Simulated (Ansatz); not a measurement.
AlN: band gap against strain

AlN (wurtzite, P6_3mc, 10.461 Å³/atom at rest, c along z) under an equal strain ε in the (0001) plane with the normal axis free, as in a coherent film. PBEsol in Ansatz, a plane-wave DFT program (PAW, default set), 420 eV, 12×12×7 Γ-centred mesh, Fermi-Dirac smearing 0.05 eV; ions are relaxed within the symmetry of each cell. Gaps are the smallest over the k-mesh and a band path, without spin-orbit coupling; in all rows the valence edge lies at Γ and the conduction edge at Γ.

Here s stands for strain and Eg for gap.

```
strain (%)  gap (eV)
----------  --------
0.00           4.094
0.60           3.972
1.20           3.851
1.80           3.730
3.00               ?
```

Fit Eg of the 4 rows that show it with a straight line. Means: s 0.90000, Eg 3.9118. About the means, the sum of products is -0.36390 and the sum of squares of s is 1.8000; the slope is their ratio. Least squares gives Eg = 4.0937 - 0.20217·s. Residuals (row less fit): 0.0003, -0.0004, -0.0001, 0.0002; standard error 0.0004 (degrees of freedom: 2). Over these rows the gap moves by -20 ± 0.03 eV per unit strain.

**Question.** Estimate the missing Eg (s = 3.00); what did the run itself give?

**Answer.** Eg = 4.0937 - 0.20217 × 3.0 = 3.4872 eV. The calculation gives 3.493 eV, 0.0058 eV above the prediction (1.0 % of the range of Eg in the table). The row lies outside the fitted rows, so this is an extrapolation. The fitted rows scatter only by rounding.

One order more, fitted to all 6 runs of the series, follows each within 0.001, so the miss is the next term of a smooth law. Rows are the converged runs of the series near zero and its far end; series whose fitted rows scatter by over a few per cent of the range, as at a crossing or softening among them, aren't shown in this form. Most that stay on the fit to the last digits aren't either.
